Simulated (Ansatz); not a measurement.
A periodic model of amorphous In9Ga9Zn9O38Sn:

```
Ga9In9SnZn9O38
1.0
    8.91866     0.23537     0.02480
    0.23537     9.30837     0.03257
    0.02480     0.03257    10.06648
In Ga Zn O Sn
9 9 9 38 1
Cartesian
  3.54155   9.04336   5.41518
  8.82939   6.47483   5.52272
  0.40136   2.40557   0.44503
  4.63346   5.12491   1.95135
  1.26098   8.41347   8.22652
  6.68010   2.32012   2.90727
  0.95301   2.75714   3.96447
  2.85322   5.48106   6.58061
  3.32093   1.41568   2.12229
  7.30909   3.38683   6.16594
  2.25944   6.12535   3.76160
  5.77413   8.01480   2.35882
  1.01739   5.35449   9.11636
  0.27199   8.47052   2.53487
  1.63322   2.42004   7.13729
  6.93297   4.16466   9.58945
  2.69999   7.48289   0.81831
  6.56334   8.28399   7.37673
  7.64327   1.35727   8.42413
  5.68337   1.23077   0.29588
  4.76267   6.55336   8.95605
  7.68176   7.73334   9.94497
  4.22854   3.05079   4.85173
  7.60574   0.47977   5.27450
  8.16671   5.58871   2.34165
  3.86567   0.44309   8.40835
  3.64631   3.56617   9.07954
  5.22815   4.68101   9.97145
  8.44577   4.93682   0.28186
  5.11053   9.35158   6.80884
  2.22667   7.34428   5.23973
  4.68402   7.22683   1.02345
  8.33085   9.25619   7.10429
  7.11281   7.76245   5.48632
  6.54321   9.32659   9.10934
  0.87073   7.08764   9.98519
  5.27950   0.61492   2.14133
  7.58219   8.23590   1.70105
  3.26020   3.33682   6.75484
  0.15420   2.44010   5.94642
  0.87788   6.25610   7.38525
  2.86302   1.57387   4.28880
  8.16398   3.79052   3.09605
  0.28045   0.66373   9.47544
  8.37573   0.89649   3.54472
  3.22979   8.10118   9.11310
  2.04949   8.85112   1.97431
  6.99439   3.16244   7.99725
  7.12810   2.55631   0.69356
  2.93277   5.33798   8.86259
  6.77292   6.78034   8.53080
  7.16307   5.12665   5.65453
  1.73136   2.71811   1.95246
  4.74336   7.96299   3.98731
  6.25450   2.24931   5.09185
  3.85246   1.81862   9.85763
  1.41712   4.75660   4.84565
  2.16329   0.62138   7.10719
  0.36120   6.72825   3.34826
  6.30603   6.10305   2.94249
  4.04363   5.11885   4.45271
  4.67410   6.49300   6.79999
  4.71911   3.15453   2.70661
  1.15146   3.36557   8.70410
  2.63812   5.86303   1.96462
  5.61576   6.34946   4.98302
```

Methods: PBE, scalar-relativistic without spin-orbit coupling (Ansatz, an electronic-structure program); r2SCAN, scalar-relativistic without spin-orbit coupling (Ansatz); HSE06, scalar-relativistic without spin-orbit coupling (Ansatz). Neutral PBE cell, which sets geometry, pressure and energy: sampling: a 2×2×2 Γ-centred mesh; Fermi-Dirac width 0.02 eV; no spin polarisation. Exact exchange is cut at the faces of this 9 Å cell, which leaves hybrid gaps a finite-size error.

It comes from a melt-quench run on a machine-learned potential (CHGNet), relaxed afterwards by DFT. O atoms were pushed apart under 1.9 Å during the dynamics, to hinder bonds among them. The hot cell started wider than the set density and was brought back towards it in steps. It is the lowest in DFT energy of 2 quenches. It is a model cell: composition and starting density were chosen by hand, and all elements were melted together. No dispersion term was used. The simulated quench is rapid and tends to freeze in more defects than a deposited or slowly cooled glass has. A cell of this size samples the disorder only roughly. Volume and shape were free in the relaxation.

**Question.** Give the pressure and the spacing of the highest filled and lowest empty levels.

**Answer.** 
The pressure on a 2×2×2 Γ-centred mesh comes out as 1.9 kbar and the largest force and stress component on that mesh (the relaxation ran on the zone centre alone) comes out as 0.08 eV/Å and 0.3 GPa. The level gap on a 2×2×2 Γ-centred mesh (PBE) comes out as 0.69 eV and the level gap at the zone centre (PBE) is 0.70 eV. The level gap at the zone centre (r2SCAN) is 1.14 eV and the level gap at the zone centre (HSE06) is 2.25 eV. The distance between the nearest levels spread over more than a fifth of the atoms or a third of the atoms of their main element (six at least) (PBE, zone centre) is 0.80 eV.

**Question.** At PBE and the zone centre, how localised are the states just below and above the Fermi level (participation number: the atoms over which a state spreads)?

**Answer.** The highest filled state is spread over 9.8 atoms' worth, largest on O35, with weights by element (charge in smoothed Voronoi cells) O 0.79, Zn 0.19, Ga 0.01. The lowest empty state is spread over 60.5 atoms' worth, largest on In9, with weights by element (charge in smoothed Voronoi cells) O 0.51, In 0.21, Zn 0.14.

At PBE the levels at the filled edge of the gap are localised (band-tail or defect states).

Bonds are counted up to In-In 3.12 Å, In-Ga 2.90 Å, In-Zn 2.90 Å, In-O 2.76 Å, In-Sn 3.09 Å, Ga-Ga 2.68 Å, Ga-Zn 2.68 Å, Ga-O 2.32 Å, Ga-Sn 2.87 Å, Zn-Zn 2.68 Å, Zn-O 2.40 Å, Zn-Sn 2.87 Å, O-O 1.58 Å, O-Sn 2.46 Å, Sn-Sn 3.06 Å. Two cations that share two anions don't count as bonded, nor two that share one unless they lie closer than In-In 3.04 Å, In-Ga 2.82 Å, In-Zn 2.82 Å, In-Sn 3.01 Å, Ga-Ga 2.61 Å, Ga-Zn 2.61 Å, Ga-Sn 2.79 Å, Zn-Zn 2.61 Å, Zn-Sn 2.79 Å, Sn-Sn 2.97 Å.

Added carriers, by PBE, scalar-relativistic without spin-orbit coupling (Ansatz) on the zone centre alone. Charged cells keep the cell fixed and stand in a uniform background, with no image correction, at a width of 0.01 eV; where the count is odd the moment is locked at 1 μB, unless the neutral cell bore moments. Each starts from the undistorted neutral geometry alone. PBE's self-interaction favours spread-out carriers, so it can miss traps that a hybrid finds.

**Question.** What happens at PBE when the cell takes an extra electron and the atoms relax?

**Answer.** Relaxation lowers the charged cell by 0.01 eV. The largest moves are O53 0.02 Å, O45 0.01 Å, Zn22 0.01 Å, O36 0.01 Å. The level that holds the added charge spreads over 60.5 atoms' worth, most on In9 (weight 0.03): a carrier spread over the cell. No bond crosses its cut-off with a change of over 0.15 Å (metal-metal contacts aside). Made neutral again at that geometry, the cell lies +0.01 eV from the neutral start.

**Question.** What happens at PBE when the cell takes a hole and the atoms relax?

**Answer.** Relaxation lowers the charged cell by 0.10 eV. The largest moves are Zn22 0.09 Å, O51 0.07 Å, O62 0.06 Å, O36 0.06 Å. The level that was emptied spreads over 12.1 atoms' worth, most on O51 (weight 0.18): a partly localised carrier. No bond crosses its cut-off with a change of over 0.15 Å (metal-metal contacts aside). Made neutral again at that geometry, the cell lies +0.15 eV from the neutral start (a closed shell was imposed there, with levels 0.35 eV apart, so this is an upper bound).
